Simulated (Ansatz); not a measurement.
Mg2BeN2 (model structure, started from the Ca2ZnN2 type, I4/mmm, No. 139, 5 atoms in the cell), treated with HSE06 (Ansatz, an electronic-structure program, PAW).

Numerical settings: plane-wave cutoff 460 eV, 10×10×10 k mesh, Fermi–Dirac smearing 0.01 eV, scalar-relativistic PAW data made under PBE.

Cell (relaxed with PBEsol):

```cif
data_Be2Mg4N4
_chemical_formula_sum 'Mg4 Be2 N4'
_space_group_name_H-M_alt 'I4/mmm'
_space_group_IT_number 139
_space_group_name_Hall '-I 4 2'
_cell_length_a 3.11152
_cell_length_b 3.11152
_cell_length_c 10.98072
_cell_angle_alpha 90.000
_cell_angle_beta 90.000
_cell_angle_gamma 90.000
loop_
_atom_site_label
_atom_site_type_symbol
_atom_site_symmetry_multiplicity
_atom_site_Wyckoff_symbol
_atom_site_fract_x
_atom_site_fract_y
_atom_site_fract_z
_atom_site_occupancy
Mg1 Mg 4 e 0.00000 0.00000 0.33591 1
Be1 Be 2 a 0.00000 0.00000 0.00000 1
N1 N 4 e 0.00000 0.00000 0.13948 1
```
(The calculation used a cell of 5 atoms; values per cell refer to that cell.)

### Question
Give the computed band gap and smallest direct gap on the k points sampled.

### Answer

- band gap = 1.96 eV (indirect)
- smallest direct gap on the k points sampled = 2.66 eV

Note: the relaxation could raise the start's symmetry but not lower it, so the cell can be a saddle point; cell and atoms aren't relaxed at this level (largest force component 0.33 eV/Å, pressure -1.0 GPa).

Computed values are for the static lattice.

A model structure was made by putting elements into a prototype or built by hand; it is no filed structure, need not be a known phase, and can be a saddle point held by its symmetry.
